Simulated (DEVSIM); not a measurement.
Device: illuminated Si n-on-p cell, one wavelength, with a back-surface field, at 300 K.

Layer 1 from the left is Si, thickness (μm) 0.250, Nd (cm⁻³) 9.9e17, τn (s) 4.6e-5, τp (s) 1e-5, absorption coefficient (cm⁻¹) 18000. Layer 2 from the left is Si, thickness (μm) 70.0, Na (cm⁻³) 1.4e15, τn (s) 0.00016, τp (s) 0.00016, absorption coefficient (cm⁻¹) 18000. Layer 3 from the left is Si, thickness (μm) 0.190, Na (cm⁻³) 2.5e18, τn (s) 0.00016, τp (s) 0.00016, absorption coefficient (cm⁻¹) 18000.

Left contact: ohmic, minority hole recombination velocity 3e5 cm/s. Right contact: ohmic, minority electron recombination velocity 2000 cm/s. Voltage is applied to the left contact. Recombination: SRH at mid-gap, radiative, Auger. Light enters at the left, 2.6e16 photons cm⁻² s⁻¹, one pass, no reflection. Mobility is μmin + (μ − μmin)/(1 + (N/Nref)^α).

Constants are typed, rounded textbook-type inputs, not results; the design itself was drawn at random and stands for no fabricated device. Values at 300 K.

Si: gap (eV) 1.124, affinity (eV) 4.05, permittivity 11.7, Nc (cm⁻³) 2.86e19, Nv (cm⁻³) 3.1e19, μn (cm²/Vs) 1417, μp (cm²/Vs) 470, μn,min 52, μp,min 45, Nref,n 9.7e16, Nref,p 2.2e17, αn 0.68, αp 0.72, B (cm³/s) 4.7e-15, Cn (cm⁶/s) 2.8e-31, Cp (cm⁶/s) 9.9e-32.

Simulated with DEVSIM: 1D drift-diffusion, Boltzmann statistics, complete ionisation; no tunnelling, impact ionisation, image-force lowering or self-heating.

Dark forward current:

```tsv
|V| (V)	|J| (A/cm²)
0.05	9.255e-11
0.10	3.972e-10
0.15	1.675e-9
0.20	8.243e-9
0.25	4.732e-8
0.30	2.996e-7
0.35	1.992e-6
0.40	1.355e-5
0.45	9.294e-5
0.50	0.0006366
0.55	0.004239
0.60	0.02620
0.65	0.1526
0.70	0.8215
0.75	3.842
0.80	15.34
0.85	54.00
0.90	176.2
0.95	540.6
1.00	1414
1.05	2921
```

Problem. Work out the local ideality factor n = ΔV / (kT/q · ln(J2/J1)) between the rows 0.15 and 0.20 V, 0.40 and 0.45 V, 1.00 and 1.05 V.

Solution. kT/q = 25.85 mV. From 0.15 to 0.20 V: ln(8.243e-9/1.675e-9) = 1.594, n = 1.21. From 0.40 to 0.45 V: ln(9.294e-5/1.355e-5) = 1.926, n = 1.00, near the 1 of diffusion or emission over a barrier. From 1.00 to 1.05 V: ln(2921/1414) = 0.726, n = 2.67.

Problem. What current could the absorbed light give at most, and what share is collected?

Solution. Σ αd = 127, so qΦ(1 − exp(−Σ αd)) = 4.17 mA/cm². The simulated short-circuit current is 3.640 mA/cm², a share of 0.87.

Problem. Estimate the open-circuit voltage by superposition: the voltage at which the dark current equals that short-circuit current.

Solution. Interpolating ln J in the table gives 0.546 V. The simulation gives 0.546 V, the same within the digits that matter. Superposition holds where collection doesn't change with voltage.

Problem. Estimate the fill factor from FF0 = (v − ln(v + 0.72))/(v + 1), v = qVoc/(nkT), with n from the dark curve.

Solution. The rows about Voc, 0.50 and 0.55 V, give n = 1.02, so v = 20.7 and FF0 = 0.813. The simulation gives 0.812, the same within the digits that matter.
